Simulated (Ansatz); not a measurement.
Start from CsPbBr$_{3}$ in the cubic perovskite structure (space group Pm-3m, No. 221).

```
CsPbBr3
1.0
    5.87207     0.00000     0.00000
    0.00000     5.87207     0.00000
    0.00000     0.00000     5.87207
Cs Pb Br
1 1 3
Cartesian
  0.00000   0.00000   0.00000
  2.93604   2.93604   2.93604
  2.93604   0.00000   2.93604
  0.00000   2.93604   2.93604
  2.93604   2.93604   0.00000
```

Cartesian axes are those of the cell as printed.

Method: DFT with PBEsol, PAW potentials and a 420 eV plane-wave cutoff in Ansatz (a program for electronic structure), without spin-orbit coupling.

Base values:

| Quantity | Value |
|---|---|
| Band gap | 1.43 eV |

The change: biaxial strain +2.00 %, plane normal [111], relaxed out of plane (Cartesian); in-plane vectors clamped, the third vector and the atoms free.

Task: Predict the new electron mass and band gap.

Result: The electron mass comes out as 0.15 mₑ out of plane, 0.25 mₑ in plane (at R); the band gap shrinks by 0.04 eV (1.43 eV → 1.39 eV).

With Pb present, leaving out spin-orbit coupling can change the band edges. Masses are band curvatures over ±0.01 Å⁻¹ around the edge. Stability against distortions was not tested. Many cubic perovskites are stable only at high temperature; tilts and polar distortions were not tested. This is not the structure that CsPbBr3 has at room temperature and ambient pressure.
